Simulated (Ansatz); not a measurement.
PbS (model structure, started from the zincblende type, F-43m, No. 216, 2 atoms in the cell) was calculated with r²SCAN (PAW; Ansatz, a first-principles code).

Settings: plane-wave cutoff 560 eV, 10×10×10 k mesh, Fermi–Dirac smearing 0.01 eV, scalar-relativistic PAW data made under PBE.

Cell (relaxed at this level):

```
PbS
1.0
    0.00000     3.30031     3.30031
    3.30031     0.00000     3.30031
    3.30031     3.30031     0.00000
S Pb
1 1
Direct
  0.75000   0.75000   0.75000
  0.00000   0.00000   0.00000
```

**Question.** Predict the band gap, smallest direct gap on the k points sampled and direct gap at Γ.

**Answer.** 
* **band gap**: 0.95 eV
* **smallest direct gap on the k points sampled**: 1.44 eV
* **direct gap at Γ**: 4.59 eV

Note: the relaxation could raise the start's symmetry but not lower it, so the cell can be a saddle point.

Spin–orbit coupling is not included; with these elements it can move the gap by several tenths of an eV or more.

A model structure was made by putting elements into a prototype or built by hand; it is no filed structure, need not be a known phase, and can be a saddle point held by its symmetry.
